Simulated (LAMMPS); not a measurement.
SiO2 (quartz) at 100 K and zero pressure, started from the crystal, with several potentials, in cells of their own sizes.

Models:
- SiO.1990.vashishta: classical MD, pair style vashishta, file SiO.1990.vashishta (LAMMPS); P. Vashishta, R. K. Kalia, J. P. Rino, and I. Ebbsjo, Phys. Rev. B 41, 12197 (1990).
- SiO.1994.vashishta: classical MD, pair style vashishta, file SiO.1994.vashishta (LAMMPS); Nakano, Kalia, and Vashishta, J. Non-Crystal. Solids, v. 171, p. 157 (1994)
- SiO.1997.vashishta: classical MD, pair style vashishta, file SiO.1997.vashishta (LAMMPS); Broughton, Meli,Vashishta,and Kalia, Phys Rev B, v. 56, p. 611 (1997)
- SiO.tersoff: classical MD, pair style tersoff, file SiO.tersoff (LAMMPS); S. Mumetoh et al, Comp Mat Sci, 39, 334-339 (2007)
- ionic pair potential bks1990: classical MD, Buckingham potential of van Beest, Kramer and van Santen, Phys. Rev. Lett. 64, 1955 (1990), used with rigid ions (no shells), PPPM sums, short-range terms cut at 10 Å, modified for these runs by an r^-4 repulsive force inside the short-range force's maximum (LAMMPS)

```csv
potential,state,volume,"first peak of g(r), O-Si",coordination number of O by Si,mean phonon frequency,rough cost (ms per atom and simulated ps)
ionic pair potential bks1990,crystal; no diffusion seen in 21 ps,12.851 ± 0.001 Å³/atom,"1.61 Å, height 31.1",2.00 (counted to 2.18 Å),18.4 THz,10 to 30
SiO.tersoff,crystal; no diffusion seen in 30 ps,13.7718 ± 0.0001 Å³/atom,"1.63 Å, height 33.9",2.00 (counted to 2.22 Å),16.9 THz,0.3 to 1
SiO.1990.vashishta,crystal; no diffusion seen in 30 ps,11.9441 ± 0.0001 Å³/atom,"1.61 Å, height 31.5",2.00 (counted to 2.18 Å),20.6 THz,10 to 30
SiO.1994.vashishta,crystal; no diffusion seen in 30 ps,13.1782 ± 0.0001 Å³/atom,"1.62 Å, height 41.0",2.00 (counted to 2.18 Å),19.4 THz,3 to 10
SiO.1997.vashishta,crystal; no diffusion seen in 30 ps,12.7163 ± 0.0005 Å³/atom,"1.61 Å, height 23.4",2.00 (counted to 2.26 Å),9.9 THz,3 to 10
```

Costs are rough: whole-run CPU time with set-up and analysis, from shared machines, in bands a factor of about three wide.

States go by the mean squared displacement: a species diffuses where it passes 1.5 Å², still rises and gives D over 1e-6 cm²/s; a crystal has left its structure where atoms lie 0.35 Å off their sites on average or a cubic box changes its shape by 3 %, or the axial ratios of another lie 8 % off the starting cell's, which the potential's own relaxation can also do.

Errors shown are sampling errors alone.
